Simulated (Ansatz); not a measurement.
Band structure of Yb (Fm-3m, 1 atom in the cell).

```xyz
1
Lattice="0.0000 2.6945 2.6945 2.6945 0.0000 2.6945 2.6945 2.6945 0.0000" Properties=species:S:1:pos:R:3 pbc="T T T"
Yb     0.0000     0.0000     0.0000
```

Method: PBE (plane waves, PAW; Ansatz, an electronic-structure program).

Settings: kpoints.mp_grid.grid = 9 9 9; hamiltonian.xc = pbe; hamiltonian.pseudopotentials = {kind: paw} (the program's default PAW files); scf.occupations.method = fermi_dirac; scf.occupations.width = 0.1 eV; kpoints.band_path.npoints = 8.

The starting cell has typed, rounded lattice constants, without a prior relaxation at this level. Its lattice was rescaled by a random factor within 2.5 % of one. Spin-orbit coupling is off. Spin polarisation is off.

Levels in eV from the Fermi level, bands 9 to 15:
```
point      9     10     11     12    13    14    15
-----  -----  -----  -----  -----  ----  ----  ----
Γ      -0.54  -0.45  -0.45  -0.45  2.76  2.76  2.76
X      -0.53  -0.49  -0.48  -0.48  0.20  1.43  6.14
W      -0.51  -0.51  -0.49   0.00  0.72  0.72  2.54
K      -0.52  -0.48  -0.47  -0.20  0.11  1.06  4.26
L      -0.54  -0.47  -0.47  -0.45  0.18  2.56  2.56
U      -0.52  -0.48  -0.47  -0.20  0.11  1.06  4.26
```

Keys are those of Ansatz 0.2.
